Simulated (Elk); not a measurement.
Band structure of BaMgVO3 (Cm, 6 atoms in the cell).

```xyz
6
Lattice="2.8494 -2.8347 0.0000 2.8494 2.8347 0.0000 -2.1475 0.0000 5.2449" Properties=species:S:1:pos:R:3 pbc="T T T"
Ba     4.8999     0.0000     0.2518
Mg    -0.3276     0.0000     3.4358
V      2.4161     0.0000     2.2163
O      1.0069     1.4703     2.8241
O      1.0069    -1.4703     2.8241
O      1.8734     0.0000     0.1616
```
Moments meant for the start (each program seeds them in its own way; μB, in the order of the atoms Ba Mg V O O O): 0.0 0.0 2.0 0.0 0.0 0.0.

Method: Elk with PBEsol, all-electron FP-LAPW, Elk's shipped species files, default APW+lo basis.

Settings: xctype = 22; spinpol = true; stype = 0; swidth = 0.00999582 Ha; ngridk = 4 4 3; reducebf = 0.8; rmtscf = 0.87; nempty = 10 per atom; maxscl = 100.

The starting cell comes from a database of computed structures (which also holds hypothetical and non-ambient phases and stackings), without a prior relaxation at this level. With one magnetic atom in the cell only a parallel order is possible. Values depend on the basis (sphere radii, cutoffs, local orbitals), which need not be converged.

Levels in eV from the Fermi level, bands 29 to 36 of the first spin channel:
| point | 29 | 30 | 31 | 32 | 33 | 34 | 35 | 36 |
|---|---|---|---|---|---|---|---|---|
| Γ | -3.85 | -1.21 | -0.45 | -0.34 | 0.17 | 1.11 | 1.30 | 1.44 |
| Y | -3.69 | -0.78 | -0.40 | -0.30 | 0.06 | 1.68 | 2.46 | 2.86 |
| F | -3.63 | -0.82 | -0.45 | -0.30 | 0.11 | 1.97 | 2.16 | 2.80 |
| L | -3.45 | -0.79 | -0.67 | -0.20 | 0.06 | 1.50 | 2.61 | 2.80 |
| I | -3.63 | -0.76 | -0.61 | -0.19 | -0.02 | 1.60 | 2.65 | 2.82 |

No band crosses the Fermi level by more than 0.03 eV along this path.

The net moment of the cell came out as 3.00 μB.
